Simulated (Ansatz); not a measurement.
Consider SrO in the rock salt structure (space group Fm-3m, No. 225; a = 5.122 Å). Axes: x, y, z lie along the cube axes.

All numbers come from PBEsol (Ansatz, a quantum-chemistry and plane-wave program), without spin-orbit coupling.

One thing is altered: every lattice vector is stretched by 1.50 %; the atoms relax in the strained cell.

Question: Predict the stress tensor and what it implies for the stiffness.

Answer: Stress of the strained cell less that of the base (GPa, compression positive):
```
  -3.79    0.00    0.00
   0.00   -3.79    0.00
   0.00    0.00   -3.79
```

Then B = −ΔP/(ΔV/V₀) with ΔV/V₀ = 0.0457 gives secant stiffness values (nonlinear terms included at this strain): B ≈ 83 GPa.

As a check, the harmonic strain energy −½ V₀ Δσ:ε is 8.9 meV/atom; the computed energy rise is 9.4 meV/atom.

Whether these cells are dynamically stable was not tested.
